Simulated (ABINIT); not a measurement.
Input and output of a self-consistent single point for Mo₆IrRu (Pm-3, 8 atoms in the cell) (ABINIT).

Method: LDA (PW92), norm-conserving pseudopotentials (PseudoDojo nc-sr-04 LDA standard) (plane waves; ABINIT).

The change in words: lattice scaled by 0.98. Reference geometry:
```
CELL_PARAMETERS angstrom
      5.07794     0.00000     0.00000
      0.00000     5.07794     0.00000
      0.00000     0.00000     5.07794
ATOMIC_POSITIONS crystal
  Mo 0.00000 0.50000 0.75076
  Mo 0.00000 0.50000 0.24924
  Mo 0.75076 0.00000 0.50000
  Mo 0.24924 0.00000 0.50000
  Mo 0.50000 0.75076 0.00000
  Mo 0.50000 0.24924 0.00000
  Ru 0.00000 0.00000 0.00000
  Ir 0.50000 0.50000 0.50000
```

Reference input (self-consistent single point, DFT, LDA (PW92), plane waves, norm-conserving pseudopotentials (PseudoDojo nc-sr-04 LDA standard)): pseudos = [Mo.upf, Ru.upf, Ir.upf]; ecut = 88 Ry; occopt = 7; tsmear = 0.00999582 Ha; ngkpt = 5 5 5; nshiftk = 1; shiftk = 0 0 0; potentials = PseudoDojo nc-sr-04 LDA standard; nband = 73; kptopt = 1; nstep = 60; toldfe = 1e-09 Ha. This run's input differs from it in these lines:

```diff
@@ -3,3 +3,3 @@
 pseudos "Mo.upf, Ru.upf, Ir.upf"
-acell 5.0779420000 5.0779420000 5.0779420000 Angstrom
+acell 4.9763830000 4.9763830000 4.9763830000 Angstrom
 rprim
```

Output (repeated stretches shortened):

```
--- !BeginCycle
solver: {iscf: 7, nstep: 60, nline: 4, wfoptalg: 0, }
tolerances: {toldfe: 1.00E-09, }
...

     iter   Etot(hartree)      deltaE(h)  residm     vres2
 ETOT  1  -637.54759969514    -6.375E+02 1.786E-01 3.151E+03
 ETOT  2  -634.56047303347     2.987E+00 3.937E-02 4.243E+04
 ETOT  3  -638.15672927592    -3.596E+00 1.160E-02 1.753E+03
 ETOT  4  -638.32330760554    -1.666E-01 1.417E-02 1.369E+01
 ETOT  5  -638.32451587889    -1.208E-03 7.983E-03 6.326E+00
   [... 4 lines left out ...]
 ETOT 10  -638.32543252169    -2.683E-08 1.330E-03 2.475E-06
 ETOT 11  -638.32543252507    -3.376E-09 4.543E-04 3.684E-06
 ETOT 12  -638.32543252602    -9.559E-10 1.120E-03 1.172E-07
 ETOT 13  -638.32543252621    -1.842E-10 3.328E-04 8.227E-09
 At SCF step   13, etot is converged :
  for the second time, diff in etot=  1.842E-10 < toldfe=  1.000E-09

 Cartesian components of stress tensor (hartree/bohr^3)
  sigma(1 1)=  3.87972496E-04  sigma(3 2)=  0.00000000E+00
  sigma(2 2)=  3.87972496E-04  sigma(3 1)=  0.00000000E+00
  sigma(3 3)=  3.87972496E-04  sigma(2 1)=  0.00000000E+00

 ----iterations are completed or convergence reached----

 reduced coordinates (array xred) for    8 atoms
       0.000000000000      0.500000000000      0.750760000000
       0.000000000000      0.500000000000      0.249240000000
       0.750760000000      0.000000000000      0.500000000000
       0.249240000000      0.000000000000      0.500000000000
       0.500000000000      0.750760000000      0.000000000000
       0.500000000000      0.249240000000      0.000000000000
   [... lines left out ...]
 Fermi (or HOMO) energy (hartree) =   0.61264   Average Vxc (hartree)=  -0.51503
 Fermi (or HOMO) energy (eV) =  16.67090   Average Vxc (eV)= -14.01473
   [... lines left out ...]
total_energy        : -6.38325432526205E+02
total_energy_eV     : -1.73697183720711E+04
band_energy         : -3.97604185998152E+01
...

-Cartesian components of stress tensor (GPa)         [Pressure= -1.1415E+01 GPa]
- sigma(1 1)=  1.14145430E+01  sigma(3 2)=  0.00000000E+00
- sigma(2 2)=  1.14145430E+01  sigma(3 1)=  0.00000000E+00
- sigma(3 3)=  1.14145430E+01  sigma(2 1)=  0.00000000E+00

 Calculation completed.
```

The run converged in 13 iterations. Against the reference run the free energy goes down by 112 meV/atom, the pressure goes from -25.02 to -11.41 GPa and the largest force goes from 0.032 to 0.040 eV/Å.

The starting cell comes from a database of computed structures (which also holds hypothetical and non-ambient phases and stackings), without a prior relaxation at this level. Its lattice was rescaled by a random factor within 2.5 % of one. For this run, on top of that: lattice scaled by 0.98. Spin polarisation is off. With a pressure of about -11 GPa the cell is away from its equilibrium volume at this level.

Cost on one core of a shared machine: roughly 8 min.
